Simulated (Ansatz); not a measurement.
Partial pair distribution functions of a relaxed model of amorphous Si24O48H2, broadened by 0.06 Å; density 2.18 g/cm³. Method: PBE, scalar-relativistic without spin-orbit coupling (plane waves to 420 eV, PAW; Ansatz, a quantum-chemistry and plane-wave program). The usual formal charges leave 2 electrons over, so the level spacing at the Fermi energy parts defect or band states and needn't be the band gap.

Preparation: random packing, a CHGNet melt and quench, and a DFT relaxation. O atoms were pushed apart under 1.9 Å during the dynamics, to hinder bonds among them. The hot cell started wider than the set density and was brought back towards it in steps. It is the lowest in DFT energy of 2 quenches. It is a model cell: composition and starting density were chosen by hand, and all elements were melted together. No dispersion term was used. Its density started from a set value of 2.18 and ended at 2.18 g/cm³. The simulated quench (nominally 670 K/ps over its main leg) is rapid and tends to freeze in more defects than a deposited or slowly cooled glass has. One small periodic cell is one sample of the glass; other quenches scatter about these values. The volume was held where the preparation left it, at a PBE pressure of -1.6 GPa (tension). Stress components on the final sampling reach 3.2 GPa. On a 2×2×2 Γ-centred mesh force components of up to 0.22 eV/Å stay, since the relaxation ran on the zone centre alone.

```json
[
 {"r (Å)": "0.75", "g Si-O": "0.00", "g O-H": "0.01", "g Si-Si": "0.00", "g O-O": "0.00"},
 {"r (Å)": "0.85", "g Si-O": "0.00", "g O-H": "1.08", "g Si-Si": "0.00", "g O-O": "0.00"},
 {"r (Å)": "0.95", "g Si-O": "0.00", "g O-H": "9.29", "g Si-Si": "0.00", "g O-O": "0.00"},
 {"r (Å)": "1.05", "g Si-O": "0.00", "g O-H": "7.51", "g Si-Si": "0.00", "g O-O": "0.00"},
 {"r (Å)": "1.15", "g Si-O": "0.00", "g O-H": "0.57", "g Si-Si": "0.00", "g O-O": "0.00"},
 {"r (Å)": "1.25", "g Si-O": "0.00", "g O-H": "0.00", "g Si-Si": "0.00", "g O-O": "0.00"},
 {"r (Å)": "1.35", "g Si-O": "0.00", "g O-H": "0.00", "g Si-Si": "0.00", "g O-O": "0.00"},
 {"r (Å)": "1.45", "g Si-O": "0.21", "g O-H": "0.00", "g Si-Si": "0.00", "g O-O": "0.00"},
 {"r (Å)": "1.55", "g Si-O": "6.55", "g O-H": "0.00", "g Si-Si": "0.00", "g O-O": "0.00"},
 {"r (Å)": "1.65", "g Si-O": "15.88", "g O-H": "0.05", "g Si-Si": "0.00", "g O-O": "0.00"},
 {"r (Å)": "1.75", "g Si-O": "3.55", "g O-H": "1.07", "g Si-Si": "0.00", "g O-O": "0.00"},
 {"r (Å)": "1.85", "g Si-O": "0.49", "g O-H": "1.52", "g Si-Si": "0.00", "g O-O": "0.00"},
 {"r (Å)": "1.95", "g Si-O": "0.05", "g O-H": "0.18", "g Si-Si": "0.00", "g O-O": "0.00"},
 {"r (Å)": "2.05", "g Si-O": "0.00", "g O-H": "0.87", "g Si-Si": "0.00", "g O-O": "0.00"},
 {"r (Å)": "2.15", "g Si-O": "0.00", "g O-H": "1.05", "g Si-Si": "0.00", "g O-O": "0.00"},
 {"r (Å)": "2.25", "g Si-O": "0.00", "g O-H": "0.22", "g Si-Si": "0.00", "g O-O": "0.00"},
 {"r (Å)": "2.35", "g Si-O": "0.00", "g O-H": "1.01", "g Si-Si": "0.00", "g O-O": "0.13"},
 {"r (Å)": "2.45", "g Si-O": "0.03", "g O-H": "0.46", "g Si-Si": "0.00", "g O-O": "0.91"},
 {"r (Å)": "2.55", "g Si-O": "0.08", "g O-H": "0.03", "g Si-Si": "0.00", "g O-O": "2.92"},
 {"r (Å)": "2.65", "g Si-O": "0.01", "g O-H": "0.47", "g Si-Si": "0.07", "g O-O": "5.47"},
 {"r (Å)": "2.75", "g Si-O": "0.00", "g O-H": "0.75", "g Si-Si": "0.56", "g O-O": "3.94"},
 {"r (Å)": "2.85", "g Si-O": "0.01", "g O-H": "0.68", "g Si-Si": "1.02", "g O-O": "1.69"},
 {"r (Å)": "2.95", "g Si-O": "0.10", "g O-H": "0.52", "g Si-Si": "2.47", "g O-O": "0.74"},
 {"r (Å)": "3.05", "g Si-O": "0.26", "g O-H": "1.19", "g Si-Si": "4.00", "g O-O": "0.45"},
 {"r (Å)": "3.15", "g Si-O": "0.54", "g O-H": "1.38", "g Si-Si": "3.99", "g O-O": "0.33"},
 {"r (Å)": "3.25", "g Si-O": "0.60", "g O-H": "1.52", "g Si-Si": "2.32", "g O-O": "0.42"},
 {"r (Å)": "3.35", "g Si-O": "0.70", "g O-H": "1.59", "g Si-Si": "0.46", "g O-O": "0.55"},
 {"r (Å)": "3.45", "g Si-O": "0.97", "g O-H": "0.67", "g Si-Si": "0.34", "g O-O": "0.50"},
 {"r (Å)": "3.55", "g Si-O": "1.10", "g O-H": "1.47", "g Si-Si": "0.10", "g O-O": "0.45"},
 {"r (Å)": "3.65", "g Si-O": "1.32", "g O-H": "0.96", "g Si-Si": "0.39", "g O-O": "0.48"},
 {"r (Å)": "3.75", "g Si-O": "1.53", "g O-H": "0.69", "g Si-Si": "0.42", "g O-O": "0.72"},
 {"r (Å)": "3.85", "g Si-O": "1.37", "g O-H": "0.17", "g Si-Si": "0.16", "g O-O": "0.73"},
 {"r (Å)": "3.95", "g Si-O": "1.59", "g O-H": "0.91", "g Si-Si": "0.39", "g O-O": "0.63"},
 {"r (Å)": "4.05", "g Si-O": "1.96", "g O-H": "1.39", "g Si-Si": "0.55", "g O-O": "0.64"},
 {"r (Å)": "4.15", "g Si-O": "1.97", "g O-H": "1.08", "g Si-Si": "0.69", "g O-O": "0.68"},
 {"r (Å)": "4.25", "g Si-O": "1.84", "g O-H": "0.67", "g Si-Si": "0.76", "g O-O": "0.97"},
 {"r (Å)": "4.35", "g Si-O": "1.47", "g O-H": "0.48", "g Si-Si": "0.99", "g O-O": "1.07"},
 {"r (Å)": "4.45", "g Si-O": "0.91", "g O-H": "0.97", "g Si-Si": "1.13", "g O-O": "1.15"},
 {"r (Å)": "4.55", "g Si-O": "0.86", "g O-H": "1.74", "g Si-Si": "1.08", "g O-O": "1.09"},
 {"r (Å)": "4.65", "g Si-O": "0.67", "g O-H": "1.91", "g Si-Si": "1.11", "g O-O": "1.12"},
 {"r (Å)": "4.75", "g Si-O": "0.52", "g O-H": "1.76", "g Si-Si": "1.10", "g O-O": "1.24"},
 {"r (Å)": "4.85", "g Si-O": "0.47", "g O-H": "0.93", "g Si-Si": "0.91", "g O-O": "1.33"},
 {"r (Å)": "4.95", "g Si-O": "0.59", "g O-H": "0.60", "g Si-Si": "0.96", "g O-O": "1.29"},
 {"r (Å)": "5.05", "g Si-O": "0.75", "g O-H": "1.06", "g Si-Si": "1.36", "g O-O": "1.27"},
 {"r (Å)": "5.15", "g Si-O": "0.78", "g O-H": "1.04", "g Si-Si": "1.53", "g O-O": "1.41"}
]
```

Within 2.00 Å each Si has 3.96 O neighbours on average.
